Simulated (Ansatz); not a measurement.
# CdS: response to strain

Take CdS in the zinc blende structure (space group F-43m, No. 216; a = 5.878 Å) as the base. Axes: x, y, z lie along the cube axes.

Strains are applied to the cell and any free atomic positions relax.

Method: r2SCAN (Ansatz, a quantum-chemistry and plane-wave program; PAW; 500 eV plane waves; spin-orbit coupling left out).

Notes on the quantities. energy relative to the base: free energy F.

```
change                       band gap  energy relative to the base  volume per atom
---------------------------  --------  ---------------------------  ---------------
base                          1.54 eV                   0 meV/atom         25.38 Å³
tensor shear ε_xy = +1.71 %   1.47 eV                          [?]         25.37 Å³
tensor shear ε_xy = +2.00 %   1.45 eV                +3.3 meV/atom         25.37 Å³
tensor shear ε_xy = +0.57 %   1.52 eV                +0.3 meV/atom         25.38 Å³
tensor shear ε_xy = +0.29 %   1.53 eV                +0.1 meV/atom         25.38 Å³
tensor shear ε_xy = +0.86 %   1.51 eV                          [?]         25.38 Å³
tensor shear ε_xy = +1.14 %       [?]                +1.1 meV/atom         25.38 Å³
tensor shear ε_xy = +1.43 %   1.48 eV                +1.7 meV/atom         25.38 Å³
```

### Question
Complete the table.

### Answer

- tensor shear ε_xy = +1.71 %, energy relative to the base: +2.4 meV/atom
- tensor shear ε_xy = +0.86 %, energy relative to the base: +0.6 meV/atom
- tensor shear ε_xy = +1.14 %, band gap: 1.49 eV

No phonon test of stability was made.
